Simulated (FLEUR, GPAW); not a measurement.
A GPAW input for a self-consistent single point of Cs₃LiCl₄ (P4/mmm, 8 atoms in the cell) (DFT PBEsol, plane waves, GPAW PAW datasets PBEsol (made by gpaw-setup)):

```python
from ase import Atoms
from ase.units import GPa
from gpaw import GPAW

atoms = Atoms(['Cs', 'Cs', 'Cs', 'Li', 'Cl', 'Cl', 'Cl', 'Cl'],
              cell=[[7.832060, 0.000000, 0.000000],
                    [0.000000, 7.832060, 0.000000],
                    [0.000000, 0.000000, 3.887430]],
              scaled_positions=[[0.500000, 0.000000, 0.000000],
                                [0.000000, 0.500000, 0.000000],
                                [0.500000, 0.500000, 0.000000],
                                [0.000000, 0.000000, 0.000000],
                                [0.232590, 0.232590, 0.500000],
                                [0.767410, 0.767410, 0.500000],
                                [0.767410, 0.232590, 0.500000],
                                [0.232590, 0.767410, 0.500000]],
              pbc=True)

calc = GPAW(mode={'name': 'pw', 'ecut': 600},
            xc='PBEsol',
            kpts={'size': (3, 3, 6), 'gamma': True},
            occupations={'name': 'fermi-dirac', 'width': 0.02},
            nbands=-8,
            convergence={'density': 1e-05, 'bands': -6},
            symmetry={'symmorphic': False, 'tolerance': 0.0005},
            maxiter=120)

atoms.calc = calc

energy = atoms.get_potential_energy()
print('Energy (eV):', round(energy, 6))
forces = atoms.get_forces()
print('Forces (eV/Ang):')
print(forces.round(5))
stress = atoms.get_stress()
print('Stress (GPa, Voigt):', (stress / GPa).round(4))
```

Problem. Translate this input to FLEUR.

Solution. This is the input that was run; spellings and numerical settings could be chosen otherwise.

Input of the input generator:

```
Cs3LiCl4
&input film=f /
7.8320600000 0.0000000000 0.0000000000
0.0000000000 7.8320600000 0.0000000000
0.0000000000 0.0000000000 3.8874300000
1.8897261246
1.0 1.0 1.0

8
55 0.5000000000 0.0000000000 0.0000000000
55 0.0000000000 0.5000000000 -0.0000000000
55 0.5000000000 0.5000000000 -0.0000000000
3 0.0000000000 0.0000000000 -0.0000000000
17 0.2325900000 0.2325900000 0.5000000000
17 0.7674100000 0.7674100000 0.5000000000
17 0.7674100000 0.2325900000 0.5000000000
17 0.2325900000 0.7674100000 0.5000000000

&comp jspins=1 /
&exco xctyp='PBEs' /
&kpt div1=3 div2=3 div3=6 gamma=t /
&end /
```

```xml
<?xml version="1.0" encoding="UTF-8" standalone="no"?>
<fleurInput fleurInputVersion="0.39">
   <comment>
      Cs3LiCl4                                                                                            
   </comment>
   <calculationSetup>
      <cutoffs Kmax="3.8" Gmax="11.4" GmaxXC="11.4" numbands="0"/>
      <scfLoop itmax="80" minDistance="0.00001" maxIterBroyd="15" imix="Anderson" alpha="0.05" precondParam="0.0" spinf="2.0"/>
      <coreElectrons ctail="T" frcor="F" kcrel="0" coretail_lmax="0"/>
      <xcFunctional name="PBEs" relativisticCorrections="F"/>
      <magnetism jspins="1"/>
      <soc l_soc="F" theta="0.0" phi="0.0" spav="F"/>
      <expertModes spex="0" secvar="F"/>
      <geometryOptimization l_f="T" forcealpha="1.0" forcemix="BFGS" epsdisp="0.00001" epsforce="0.00001"/>
      <ldaU l_linMix="F" mixParam="0.05" spinf="1.0"/>
   </calculationSetup>
   <cell>
      <bzIntegration valenceElectrons="56.0" mode="hist" fermiSmearingEnergy="0.00073499">
         <kPointListSelection listName="default-1"/>
         <!-- k-points included here -->
         <xi:include xmlns:xi="http://www.w3.org/2001/XInclude" href="kpts.xml"> </xi:include>
      </bzIntegration>
      <!-- symmetry operations included here -->
      <xi:include xmlns:xi="http://www.w3.org/2001/XInclude" href="sym.xml"> </xi:include>
      <bulkLattice scale="1.0">
         <bravaisMatrix>
            <row-1>   14.8004483914346761     0.0000000000000000     0.0000000000000000</row-1>
            <row-2>    0.0000000000000000    14.8004483914346761     0.0000000000000000</row-2>
            <row-3>    0.0000000000000000     0.0000000000000000     7.3461780285537781</row-3>
         </bravaisMatrix>
      </bulkLattice>
   </cell>
   <atomSpecies>
      <species name="Cesium (Cs)" element="Cs" atomicNumber="55">
         <mtSphere radius="2.68" gridPoints="925" logIncrement="0.014"/>
         <atomicCutoffs lmax="10" lnonsphr="8"/>
         <electronConfig flipSpins="F">
            <coreConfig>(1s1/2) (2s1/2) (2p1/2) (2p3/2) (3s1/2) (3p1/2) (3p3/2) (4s1/2) (3d3/2) (3d5/2) (4p1/2) (4p3/2) (4d3/2) (4d5/2)</coreConfig>
            <valenceConfig>(5s1/2) (5p1/2) (5p3/2) (6s1/2)</valenceConfig>
            <stateOccupation state="(6s1/2)" spinUp="0.5" spinDown="0.5"/>
         </electronConfig>
         <energyParameters s="6" p="6" d="5" f="4"/>
         <lo type="SCLO" l="0" n="5" eDeriv="0"/>
         <lo type="SCLO" l="1" n="5" eDeriv="0"/>
      </species>
      <species name="Lithium (Li)" element="Li" atomicNumber="3">
         <mtSphere radius="2.68" gridPoints="925" logIncrement="0.011"/>
         <atomicCutoffs lmax="10" lnonsphr="8"/>
         <electronConfig flipSpins="F">
            <coreConfig>(1s1/2)</coreConfig>
            <valenceConfig>(2s1/2)</valenceConfig>
            <stateOccupation state="(2s1/2)" spinUp="0.5" spinDown="0.5"/>
         </electronConfig>
         <energyParameters s="2" p="2" d="3" f="4"/>
      </species>
      <species name="Chlorine (Cl)" element="Cl" atomicNumber="17">
         <mtSphere radius="2.68" gridPoints="925" logIncrement="0.013"/>
         <atomicCutoffs lmax="10" lnonsphr="8"/>
         <electronConfig flipSpins="F">
            <coreConfig>(1s1/2) (2s1/2) (2p1/2) (2p3/2)</coreConfig>
            <valenceConfig>(3s1/2) (3p1/2) (3p3/2)</valenceConfig>
            <stateOccupation state="(3p1/2)" spinUp="0.8333333333333" spinDown="0.8333333333333"/>
            <stateOccupation state="(3p3/2)" spinUp="1.6666666666667" spinDown="1.6666666666667"/>
         </electronConfig>
         <energyParameters s="3" p="3" d="3" f="4"/>
      </species>
   </atomSpecies>
   <atomGroups>
      <atomGroup species="Cesium (Cs)">
         <relPos label="                   1">1.000/2.000 .0000000000 .0000000000</relPos>
         <relPos label="                   2">.0000000000 1.000/2.000 .0000000000</relPos>
         <force calculate="T" relaxXYZ="TTT"/>
      </atomGroup>
      <atomGroup species="Cesium (Cs)">
         <relPos label="                   3">1.000/2.000 1.000/2.000 .0000000000</relPos>
         <force calculate="T" relaxXYZ="TTT"/>
      </atomGroup>
      <atomGroup species="Lithium (Li)">
         <relPos label="                   4">.0000000000 .0000000000 .0000000000</relPos>
         <force calculate="T" relaxXYZ="TTT"/>
      </atomGroup>
      <atomGroup species="Chlorine (Cl)">
         <relPos label="                   5">.2325900000 .2325900000 1.000/2.000</relPos>
         <relPos label="                   6">-.2325900000 -.2325900000 1.000/2.000</relPos>
         <relPos label="                   7">-.2325900000 .2325900000 1.000/2.000</relPos>
         <relPos label="                   8">.2325900000 -.2325900000 1.000/2.000</relPos>
         <force calculate="T" relaxXYZ="TTT"/>
      </atomGroup>
   </atomGroups>
   <output dos="F" band="F" slice="F">
      <checks vchk="F" cdinf="F"/>
      <bandDOS minEnergy="-.5*Htr" maxEnergy="0.5*Htr" sigma="0.015" storeEVData="T"/>
      <vacuumDOS vacdos="F" integ="F" star="F" nstars="0" locx1="0.0" locy1="0.0" locx2="0.0" locy2="0.0" nstm="0" tworkf="0.0"/>
      <unfoldingBand unfoldBand="F" supercellX="1" supercellY="1" supercellZ="1"/>
      <plotting iplot="0" polar="F">
         <plot TwoD="T" vec1="  1.0  0.0  0.0" vec2="  0.0  1.0  0.0" vec3="  0.0  0.0  1.0" zero="  0.0  0.0  0.0" file="plot"/>
      </plotting>
      <chargeDensitySlicing numkpt="0" minEigenval="0.0" maxEigenval="0.0" nnne="0" pallst="F"/>
      <specialOutput eonly="F"/>
      <magneticCircularDichroism mcd="F" energyLo="-10.0" energyUp="0.0"/>
   </output>
  <!-- We include the file relax.xml here to enable relaxations (see documentation) -->
  <xi:include xmlns:xi="http://www.w3.org/2001/XInclude" href="relax.xml"> <xi:fallback/> </xi:include>
</fleurInput>
```

Basis, cutoffs, solver keys and any potentials are the target program's own. This input uses DFT, PBEsol, all-electron FLAPW (FLEUR), scalar-relativistic valence.

The starting cell comes from a database of computed structures (which also holds hypothetical and non-ambient phases and stackings), without a prior relaxation at this level. Its lattice was rescaled by a random factor within 2.5 % of one. For this run, on top of that: lattice scaled by 0.98.
